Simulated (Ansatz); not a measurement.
The starting structures come from a database of crystals and need not be the phases stable at ambient conditions.

 Where the default PAW files enter, the runs use the earlier of Ansatz's two default sets.

Inside the gap of an insulator the Bloch states are evanescent, with a wavenumber k + iκ along the transport direction.

Consider the following.

```yaml
crystal:
  lattice:
    - [5.99198, -0.02334, 0.00000]
    - [-0.98074, 5.91122, 0.00000]
    - [2.50562, 2.94394, 4.57815]
  atoms:
    - { symbol: Li, position: [0.25000, 0.75000, 0.50000] }
    - { symbol: Li, position: [0.75000, 0.25000, 0.50000] }
    - { symbol: Ge, position: [0.50000, 0.50000, 0.00000] }
    - { symbol: Pb, position: [0.00000, 0.00000, 0.00000] }
    - { symbol: S, position: [0.53530, 0.13595, 0.00000] }
    - { symbol: S, position: [0.86405, 0.86405, 0.60065] }
    - { symbol: S, position: [0.13595, 0.53530, 0.00000] }
    - { symbol: S, position: [0.46470, 0.46470, 0.39935] }
```

Space group of this cell: I-42m. The cell was relaxed by PBE-D3(BJ); by r2SCAN its mean pressure is 1.1 GPa.

Transport runs along the normal of the first two printed cell vectors, the (110) plane of the conventional cell.

The gap is the functional's own. No spin-orbit coupling. Mid-gap values are interpolated on the energy grid.

**Question.** Predict the band gap and the smallest decay constant κ at mid-gap from r2SCAN in Ansatz (a quantum-chemistry and plane-wave program).

**Answer.** Gap 2.66 eV on a 8×8×8 mesh; κ = 0.201 1/Å, at (0.500, 0.500) of the in-plane reciprocal vectors. At the zone centre, at the nearest computed energy, the slowest state has κ = 0.26 1/Å.
